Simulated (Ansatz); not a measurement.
The structure below was relaxed with Ansatz (a program for electronic structure) r2SCAN, no spin-orbit coupling, at pressure 0.9 GPa.

```
SiO2
1.0
    5.04738     0.00000     0.00000
   -2.52369     4.37116     0.00000
    0.00000     0.00000     5.53288
Si O
3 6
Direct
  0.00000   0.50000   0.66667
  0.50000   0.00000   0.00000
  0.50000   0.50000   0.33333
  0.79226   0.58452   0.50000
  0.20774   0.79226   0.83333
  0.41548   0.20774   0.16667
  0.20774   0.41548   0.50000
  0.79226   0.20774   0.83333
  0.58452   0.79226   0.16667
```

Question: Find the space group and the Wyckoff positions.

Answer: Space group P6₂22 (No. 180); a = 5.0474 Å, b = 5.0474 Å, c = 5.5329 Å, α = 90.00°, β = 90.00°, γ = 120.00°

```json
[
 {"atom": "Si", "site": "3c", "symmetry": "222", "x": "0.5000", "y": "0.0000", "z": "0.0000"},
 {"atom": "O", "site": "6j", "symmetry": "..2", "x": "0.4155", "y": "0.2077", "z": "0.1667"}
]
```

Question: Describe the coordination.

Answer: The crystal has 9 atoms in its conventional cell. Cell: a = b = 5.047 Å, c = 5.533 Å, α = β = 90.00°, γ = 120.00°. Si sees 4 O at 1.606 Å (tetrahedral). O sees 2 Si at 1.606 Å (bent). (Neighbours: up to the widest gap in distance over summed covalent radii, below 1.35, at either atom.)

Load acts through the strain it causes; cell and atoms are relaxed under it. No phonon test of stability was made. The cell was made from SiO₂ (space group P6_222, No. 180) by this change: pressure 0.9 GPa.
